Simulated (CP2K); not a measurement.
Band structure of SrCd (Pm-3m, 2 atoms in the cell).

```xyz
2
Lattice="4.0667 0.0000 0.0000 0.0000 4.0667 0.0000 0.0000 0.0000 4.0667" Properties=species:S:1:pos:R:3 pbc="T T T"
Sr     2.0334     2.0334     2.0334
Cd     0.0000     0.0000     0.0000
```

Method of the run: PBEsol, GPW, DZVP-MOLOPT-SR-GTH basis, GTH-PBE potentials (GTH_POTENTIALS) in CP2K 2026.2.

Settings: CUTOFF = 500 Ry; REL_CUTOFF = 50 Ry; SMEAR/METHOD = FERMI_DIRAC; ELECTRONIC_TEMPERATURE = 1160.45 K; KPOINTS/SCHEME = MONKHORST-PACK 11 11 11; XC_FUNCTIONAL = PBE:PBESOL; Sr/BASIS_SET = DZVP-MOLOPT-SR-GTH-q10; Sr/POTENTIAL = GTH-PBE-q10; Cd/BASIS_SET = DZVP-MOLOPT-SR-GTH-q12; Cd/POTENTIAL = GTH-PBE-q12; METHOD = GPW; EPS_DEFAULT = 1e-11; EXTRAPOLATION = USE_GUESS; NGRIDS = 5.

The starting cell comes from a database of computed structures (which also holds hypothetical and non-ambient phases and stackings), without a prior relaxation at this level. Its lattice was rescaled by a random factor within 2.5 % of one. Values carry the incompleteness of an atom-centred basis. The potentials were made for another functional than the one used.

Levels in eV from the Fermi level, bands 8 to 13:
| point | 8 | 9 | 10 | 11 | 12 | 13 |
|---|---|---|---|---|---|---|
| Γ | -8.27 | -8.27 | -5.60 | 1.41 | 1.41 | 3.99 |
| X | -8.26 | -8.25 | -3.50 | -2.37 | 1.91 | 2.29 |
| M | -8.32 | -8.15 | -3.00 | -0.02 | -0.02 | 1.10 |
| R | -8.15 | -8.15 | -0.75 | -0.71 | -0.71 | -0.71 |

Bands cross the Fermi level along this path, so the cell is metallic at this level.

Higher empty bands are left out: an atom-centred basis made for the valence describes them poorly.
